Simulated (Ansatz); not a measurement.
We consider NiSi (P2₁3, No. 198, 8 atoms in the cell; start mp-1095177; a measured phase of this formula has another space group), described by LDA in Ansatz (plane waves, PAW).

Run with plane-wave cutoff 520 eV, 12×12×12 k mesh, Fermi–Dirac smearing 0.05 eV, no spin polarisation, scalar-relativistic PAW data made under PBE.

Cell (relaxed at this level):

```cif
data_Ni4Si4
_chemical_formula_sum 'Si4 Ni4'
_space_group_name_H-M_alt 'P213'
_space_group_IT_number 198
_space_group_name_Hall 'P 2ac 2ab 3'
_cell_length_a 4.43033
_cell_length_b 4.43033
_cell_length_c 4.43033
_cell_angle_alpha 90.000
_cell_angle_beta 90.000
_cell_angle_gamma 90.000
loop_
_atom_site_label
_atom_site_type_symbol
_atom_site_symmetry_multiplicity
_atom_site_Wyckoff_symbol
_atom_site_fract_x
_atom_site_fract_y
_atom_site_fract_z
_atom_site_occupancy
Si1 Si 4 a 0.84634 0.84634 0.84634 1
Ni1 Ni 4 a 0.14915 0.14915 0.14915 1
```

Q: Give the computed bulk modulus B0.

A: 
bulk modulus B0: 213 GPa

Note: the run has no spin polarisation, so it can have missed a magnetic state; the bulk modulus is −V dP/dV from two relaxed cells at ±2 % in volume; the relaxation could not lower the start's symmetry, so the cell can be a saddle point above a distorted one.

Static lattice: no zero-point or thermal effects.

A start named mp-… is a Materials Project structure, which need not be a measured phase.

Ansatz is a first-principles code.
